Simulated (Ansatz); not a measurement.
Several settings converged on YTe (I4mm, 2 atoms in the cell)

```
CELL_PARAMETERS angstrom
      0.00000     3.08958     3.08958
      3.08958     0.00000     3.08958
      3.08958     3.08958     0.00000
ATOMIC_POSITIONS crystal
  Y  0.00809 0.00809 0.99191
  Te 0.50000 0.50000 0.50000
```

Base method: PBEsol, default PAW files made with PBE (plane waves; Ansatz, a program for electronic structure).

Base settings: basis.ecutwfc = 420 eV; kpoints.mp_grid.grid = 9 9 9; hamiltonian.xc = pbesol; hamiltonian.pseudopotentials = {kind: paw} (the program's default PAW files); scf.occupations.method = gaussian; scf.occupations.width = 0.1 eV.

The count of work is k-points × plane waves × bands × iterations; it is no time. 

**The cutoff for other potential files**

Level: DFT, PBEsol, plane waves, harder PAW files (source: ansatz) made with PBE.

In this ladder: hamiltonian.pseudopotentials = {kind: paw, source: ansatz}.

The second cell is the first with its lattice scaled by 0.98.

The mesh stays at the base's, so the ladder's end is converged at best in this setting alone.

The first pressure column holds Ansatz's estimate of the finite-basis (Pulay) stress, which hides part of the cutoff error; the other is without it.

Only quantities that move along the ladder and can be compared are tabulated.

| basis.ecutwfc | free energy less the last step's (meV/atom) | energy of the compressed cell less the first (meV/atom) | pressure (GPa) | pressure without the Pulay estimate (GPa) | count of work / last |
|---|---|---|---|---|---|
| 290 eV | 11273.84 | -59.55 | -4.35 | -246.94 | 0.10 |
| 350 eV | 3076.55 | -18.93 | -3.31 | -92.62 | 0.14 |
| 450 eV | 228.41 | -12.75 | -3.00 | -14.13 | 0.20 |
| 545 eV | 7.09 | -12.07 | -2.95 | -3.58 | 0.27 |
| 640 eV | 0.47 | -12.10 | -2.94 | -2.95 | 0.34 |
| 770 eV | 0.28 | -12.11 | -2.94 | -2.95 | 0.46 |
| 960 eV | 0.13 | -12.10 | -2.94 | -2.95 | 0.64 |
| 1280 eV | 0.00 | -12.10 | -2.94 | -2.95 | 1.0 |

Coarsest basis.ecutwfc that holds the pressure within 1 GPa of the last step, with all finer ones: 350 eV, at 0.14 of the last step's count of work; the step before is off by 1.4 GPa.

Coarsest basis.ecutwfc that holds the energy of the compressed cell less the first within 2 meV/atom of the last step, with all finer ones: 450 eV, at 0.20 of the last step's count of work; the step before is off by 6.8 meV/atom.

Coarsest basis.ecutwfc that holds the pressure without the Pulay estimate within 1 GPa of the last step, with all finer ones: 545 eV, at 0.27 of the last step's count of work; the step before is off by 11 GPa.

The energy difference between the two cells stays within 1 meV/atom of the last step's from 450 eV on, the total only from 640 eV on: much of the error is common to both cells and cancels.

At the lowest cutoff the pressure without the Pulay estimate lies 244 GPa under the last step's, the usual sign of Pulay stress in an incomplete plane-wave basis.

**The relaxed cell against the cutoff**

On YTe (Fm-3m, 2 atoms in the cell): atoms on their sites.

In this ladder: relax = cell and atoms.

The mesh stays at the base's, so the ladder's end is converged at best in this setting alone.

Only quantities that move along the ladder and can be compared are tabulated.

| basis.ecutwfc | relaxed volume (Å³/atom) | relaxation steps |
|---|---|---|
| 210 eV | 28.557 | 31 |
| 250 eV | 28.056 | 18 |
| 295 eV | 28.070 | 10 |
| 355 eV | 28.088 | 7 |
| 420 eV | 28.092 | 5 |
| 505 eV | 28.091 | 5 |
| 630 eV | 28.091 | 5 |
| 840 eV | 28.090 | 5 |

Coarsest basis.ecutwfc that holds the relaxed volume within 0.028 Å³/atom of the last step, with all finer ones: 295 eV; the step before is off by 0.034 Å³/atom.

At the lowest cutoff the cell relaxes to a volume 1.7 % larger than at the highest. Ansatz relaxes on a stress corrected for the finite basis.

On the base run: the starting cell comes from a database of computed structures (which also holds hypothetical and non-ambient phases and stackings), without a prior relaxation at this level. Its lattice was rescaled by up to half a per cent. One atom was moved a little off its site on purpose.

Keys are those of Ansatz 0.2.
